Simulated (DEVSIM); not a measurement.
Device: Ni/SiO2/n-Si capacitor, at 250 K.

Layer 1 from the left is SiO2, thickness (nm) 4.60. Layer 2 from the left is Si, thickness (nm) 1000, Nd (cm⁻³) 3.1e17.

Metal gate on the left, work function 5.1 eV. Fixed charge at the semiconductor interface -1.2e10 cm⁻² (in units of +e); no interface traps.

Constants are typed, rounded textbook-type inputs, not results; the design itself was drawn at random and stands for no fabricated device. Values at 300 K; Nc and Nv go as T^1.5, mobilities as T to minus their exponent, the gap by Varshni's rule with the affinity fixed.

SiO2: gap (eV) 9, affinity (eV) 0.9, permittivity 3.9. Si: gap (eV) 1.124, affinity (eV) 4.05, permittivity 11.7, Nc (cm⁻³) 2.86e19, Nv (cm⁻³) 3.1e19, Varshni α (eV/K) 0.000473, Varshni β (K) 636.

Model (solved in DEVSIM): 1D Poisson equation in equilibrium, Boltzmann statistics, complete ionisation; no quantum confinement or tunnelling. Metal contacts follow the ideal Schottky-Mott rule: no Fermi-level pinning, no interface dipoles.

Problem. What does the simulation give for the flat-band voltage, the threshold voltage (band bending 2φF), the minimum of the low-frequency capacitance?

Solution. flat-band voltage 0.96 V; threshold voltage (band bending 2φF) -0.41 V; minimum of the low-frequency capacitance 0.144 μF/cm².
